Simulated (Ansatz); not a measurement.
**Response to strain in HfO2**

Base system: HfO2 in the fluorite structure (space group Fm-3m, No. 225; a = 5.001 Å).

Strains are applied to the cell and any free atomic positions relax.

Calculations: LDA (Ansatz, a quantum-chemistry and plane-wave program), spin-orbit coupling left out.

Notes on the quantities. energy relative to the base: free energy F.

```json
[
 {"isotropic strain (%)": "-2.5", "energy relative to the base (meV/atom)": "55.9"},
 {"isotropic strain (%)": "-2", "energy relative to the base (meV/atom)": "?"},
 {"isotropic strain (%)": "-1.5", "energy relative to the base (meV/atom)": "19.4"},
 {"isotropic strain (%)": "-1", "energy relative to the base (meV/atom)": "8.4"},
 {"isotropic strain (%)": "-0.5", "energy relative to the base (meV/atom)": "2.0"},
 {"isotropic strain (%)": "0", "energy relative to the base (meV/atom)": "0.0"},
 {"isotropic strain (%)": "0.5", "energy relative to the base (meV/atom)": "1.9"},
 {"isotropic strain (%)": "1.5", "energy relative to the base (meV/atom)": "17.7"},
 {"isotropic strain (%)": "2", "energy relative to the base (meV/atom)": "30.9"}
]
```

**Question.** Fit ΔE = Aε² + Bε³ (ε in %) to the rows shown and predict the withheld row.

**Answer.** Least squares on the printed values gives A = 8.26 and B = -0.27 meV/atom (largest residual 0.1 meV/atom); this predicts 35.2 meV/atom, and the run gives 35.1 meV/atom, in agreement.

Whether these cells are dynamically stable was not tested. This is not the structure that HfO2 has at room temperature and ambient pressure.
